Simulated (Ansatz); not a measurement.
Input and output of a self-consistent single point for Li3Zn (P6_3/mmc, 8 atoms in the cell) (Ansatz, a program for electronic structure).

Computed with LDA (PW92), default PAW files made with PBE (plane waves; Ansatz).

```
Li3Zn
1.0
    5.78259     0.00000     0.00000
   -2.89129     5.00787     0.00000
    0.00000     0.00000     4.63808
Li Zn
6 2
Direct
  0.83920   0.67840   0.25000
  0.16080   0.83920   0.75000
  0.32160   0.16080   0.25000
  0.16080   0.32160   0.75000
  0.83920   0.16080   0.25000
  0.67840   0.83920   0.75000
  0.33333   0.66667   0.25000
  0.66667   0.33333   0.75000
```

Reference input (self-consistent single point, DFT, LDA (PW92), plane waves, default PAW files made with PBE): basis.ecutwfc = 30.9 Ry; kpoints.mp_grid.grid = 6 6 6; hamiltonian.xc = lda; hamiltonian.pseudopotentials = {kind: paw} (the program's default PAW files); scf.occupations.method = gaussian; scf.occupations.width = 0.0073 Ry. This run's input differs from it in these lines:

Ansatz 0.2 input:
```diff
@@ -23,3 +23,3 @@
 scf:
-  occupations: { method: gaussian, width: 0.0073 Ry }
+  occupations: { method: gaussian, width: 0.0007 Ry }
 output:
```

Output, abridged:

```
SCF iter   1: F=—  HF=-7702.777406 eV  |F-HF|=—  |Δ(HF+E_count)|=         —  Δρ=5.33e-3  dr2=2.14e-2  ethr=1.77e-3  ⟨swp⟩=7.8  Hψ=3842  notcnv=0
all-band conjugate gradients solve this SCF's bands
preconditioner: auto → Kerker (q_TF=auto, 2.248 Å⁻¹)
SCF iter   2: F=—  HF=-7702.749438 eV  |F-HF|=—  |Δ(HF+E_count)|=   2.80e-2  Δρ=2.53e-3  dr2=7.36e-3  ethr=5.10e-5  ⟨swp⟩=2.0  Hψ=1773  notcnv=0  defer=75
   [... lines left out ...]
SCF iter   4: F=—  HF=-7702.743150 eV  |F-HF|=—  |Δ(HF+E_count)|=   2.96e-4  Δρ=3.91e-4  dr2=3.74e-4  ethr=2.09e-6  ⟨swp⟩=2.0  Hψ=1288  notcnv=0  defer=75
SCF iter   5: F=—  HF=-7702.743057 eV  |F-HF|=—  |Δ(HF+E_count)|=   9.34e-5  Δρ=1.73e-4  dr2=7.62e-5  ethr=8.90e-7  ⟨swp⟩=2.2  Hψ=1147  notcnv=0  defer=75
SCF iter   6: F=—  HF=-7702.743038 eV  |F-HF|=—  |Δ(HF+E_count)|=   1.93e-5  Δρ=3.59e-5  dr2=3.20e-6  ethr=1.81e-7  ⟨swp⟩=2.1  Hψ=1113  notcnv=0  defer=75
SCF iter   7: F=-7702.743037 eV  HF=-7702.743037 eV  |F-HF|=6.06e-8  |Δ(HF+E_count)|=   7.48e-7  Δρ=7.51e-6  dr2=8.64e-8  ethr=2.38e-10  ⟨swp⟩=7.5  Hψ=4030  notcnv=0
SCF 1 converged in 7 iterations: F = -7702.743037 eV  dr2 = 8.64e-8
Free energy (F): -7702.743037 eV
Internal energy: -7702.742651 eV  (E = F + TS)
E sigma→0 (E₀):  -7702.742844 eV
Entropy (-TS):   -0.000386 eV (-0.048 meV/atom)
Fermi energy:    3.358920 eV
--- Forces (eV/Å), atoms counted from 1 ---
  atom   1  Li     0.00000002    -0.46760521     0.00000000
  atom   2  Li     0.40495800    -0.23380258    -0.00000000
  atom   3  Li     0.40495798     0.23380263    -0.00000000
  atom   4  Li    -0.00000002     0.46760521    -0.00000000
  atom   5  Li    -0.40495800     0.23380258     0.00000000
  atom   6  Li    -0.40495798    -0.23380263     0.00000000
  atom   7  Zn     0.00000000    -0.00000000    -0.00000000
  atom   8  Zn    -0.00000000     0.00000000     0.00000000
--- Stress (GPa, compression-positive) ---
       -2.634607       0.000000       0.000000
        0.000000      -2.634607       0.000000
        0.000000       0.000000      -1.752549
  P = ⅓ Tr σ = -2.3406 GPa (-23.406 kbar)
  The stress holds the Pulay correction. Without it, at fixed plane waves, as pw.x and ABINIT print it: P = -2.3505 GPa
```

The run converged in 7 iterations. Against the reference run the free energy goes up by 2.1 meV/atom, the pressure moves little (-2.33 to -2.34 GPa) and the largest force moves little (0.461 to 0.468 eV/Å).

The starting cell was generated: these elements placed on a structure prototype, without a prior relaxation; it need not be a known phase or ordering of this composition. Ansatz's pressure includes its estimate of the finite-basis (Pulay) stress.
